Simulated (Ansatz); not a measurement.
# Computed paths: Ta-vacancy pair in bcc W, neutral cell

System: Ta-vacancy pair (Ta on one host W site, one W site vacant) in bcc W (neutral cell). Calculation: PBE, PAW (plane waves to 420 eV; Ansatz, a first-principles code).

Cell of 36 host sites held at the relaxed PBE lattice; a 2×2×3 k-point mesh shifted by half a step; Fermi-Dirac width 0.10 eV, spin-restricted; finite-size errors left in. Energies are static. Spin-orbit coupling is left out. Forms of the defect that were not tried may lie lower.

Barriers: single points on a 3×3×5 k-point mesh shifted by half a step at the bands' geometries (they differ from the bands' own by up to 0.08 eV, and are uncertain by about as much).

```tsv
Route	Start site over the lowest site run (eV)	Hop (Å)	Forward barrier (eV)	Backward barrier (eV)	Neighbours at the start	Neighbours at the saddle	Saddle order	Forward, on the band's own sampling (eV)
the Ta atom itself jumps into the vacancy (Ta-vacancy distance between ideal sites 2.76 Å throughout)	0.00	2.56	1.31	1.31	2 W at 2.75, W at 2.77, 3 W at 2.79, W at 2.85, W at 3.12, 2 W at 3.13, 2 W at 3.23, W at 3.25 Å	4 W at 2.72, 2 W at 2.75, 2 W at 3.41, 4 W at 3.43 Å	not checked, on a symmetry element	1.28
one W atom jumps into the vacancy from a nearby W site (Ta-vacancy distance between ideal sites 2.76 → 4.50 Å)	0.00	2.69	1.64	1.61	2 W at 2.73, W at 2.74, 2 W at 2.76, W at 2.77, W at 2.78, W at 3.14, 2 W at 3.16, 2 W at 3.20, W at 3.23 Å	Ta at 3.22; 3 W at 2.69, 2 W at 2.73, W at 2.74, 2 W at 3.25 Å	not checked	1.57
```

Paths come from CI-NEB runs. Of the routes that converged and passed our checks, the lowest saddle point lies 1.31 eV above the lowest of the sites run (the Ta atom itself jumps into the vacancy (Ta-vacancy distance between ideal sites 2.76 Å throughout)); other sites, such as split forms, and other routes may lie lower. A band can be held on a symmetry element, so unchecked saddle points there may be too high.
